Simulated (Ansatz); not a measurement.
The structure below was relaxed with LDA (Ansatz, an electronic-structure program), without spin-orbit coupling, at pressure 22.5 GPa.

```yaml
crystal:
  lattice:
    - [0.00000, 2.54581, 2.54581]
    - [2.54581, 0.00000, 2.54581]
    - [2.54581, 2.54581, 0.00000]
  atoms:
    - { symbol: Ga, position: [0.00000, 0.00000, 0.00000] }
    - { symbol: P, position: [0.25000, 0.25000, 0.25000] }
```

### Question
Find the space group and the Wyckoff positions.

### Answer
Space group F-43m (No. 216); a = b = c = 5.0916 Å, α = β = γ = 90.00°

```csv
atom,site,symmetry,x,y,z
Ga,4a,-43m,0.0000,0.0000,0.0000
P,4d,-43m,0.7500,0.7500,0.7500
```

### Question
Describe the coordination.

### Answer
The crystal has 8 atoms in its conventional cell. Lattice parameters: a = 5.092 Å, b = 5.092 Å, c = 5.092 Å, α = 90.00°, β = 90.00°, γ = 90.00°. Ga has 4 P at 2.205 Å (tetrahedral). P sees 4 Ga at 2.205 Å (tetrahedral). (Neighbours: up to the widest gap in distance over summed covalent radii, below 1.35, at either atom; cation-cation and far metal-metal contacts left out.)

Load acts through the strain it causes; cell and atoms are relaxed under it. No phonon test of stability was made. Tetrahedral semiconductors of this kind turn to denser phases somewhere between about 1 and 50 GPa; those were not computed, so compressed cells here can lie past the real transition. The cell was made from GaP in the zinc blende structure (space group F-43m, No. 216) by this change: pressure 22.5 GPa.
